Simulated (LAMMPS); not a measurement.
Simulation of a free-standing liquid film of Ni, 2156 atoms, at 2330 K.

Computed with classical MD, pair style meam, file library.meam (library.meam-Ni) (LAMMPS).

```
z (Å)    number density (Å⁻³)
-------  --------------------
-24.36                 0.0000
-23.35                 0.0004
-22.35                 0.0057
-21.34                 0.0282
-20.34                 0.0603
-19.34                 0.0677
-18.33                 0.0716
-17.33                 0.0745
-16.32                 0.0734
-15.32                 0.0755
-14.31                 0.0741
-13.31                 0.0751
-12.30                 0.0747
-11.30                 0.0746
-10.30                 0.0745
-9.290                 0.0745
-8.290                 0.0755
-7.280                 0.0737
-6.280                 0.0762
-5.270                 0.0740
-4.270                 0.0751
-3.260                 0.0750
-2.260                 0.0746
-1.260                 0.0751
-0.2500                0.0750
0.7500                 0.0753
1.760                  0.0749
2.760                  0.0753
3.770                  0.0742
4.770                  0.0759
5.780                  0.0751
6.780                  0.0753
7.780                  0.0741
8.790                  0.0759
9.790                  0.0747
10.80                  0.0755
11.80                  0.0741
12.81                  0.0764
13.81                  0.0736
14.82                  0.0761
15.82                  0.0736
16.82                  0.0750
17.83                  0.0721
18.83                  0.0669
19.84                  0.0609
20.84                  0.0265
21.85                  0.0043
22.85                  0.0003
23.86                  0.0000
```

Read from the full data:
- number density in the middle: 0.0750 Å⁻³

Caution: the potential MEAM library.meam-Ni is a first-neighbour MEAM set with a 4 Å cutoff, used here without a parameter file and away from the static properties it was fitted to.
